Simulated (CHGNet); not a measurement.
## B20 (FeSi-type) CoSi

These are the machine-learned potential CHGNet-r²SCAN (trained on r²SCAN data) values and carry that method's errors.

Cell: relaxed at this level.

```json
{
 "lattice_parameter_a": "4.389 Å",
 "equilibrium_volume_per_atom": "10.57 Å³/atom"
}
```

Measured, for comparison: lattice constant a 4.444 Å, equilibrium volume per atom 10.97 Å³/atom (temperature not stated, not corrected to a static lattice; as tabulated in Wikipedia's data pages). Computed (rounded) less measured: lattice constant a -1.2 %, equilibrium volume per atom -3.6 %. A static lattice is as a rule a little smaller and stiffer than an uncorrected measurement, which narrows the difference in the lattice constant a and would widen misses of the other sign.

A machine-learned potential is trained on density-functional data: it inherits that level's misses and adds fitting errors of its own.
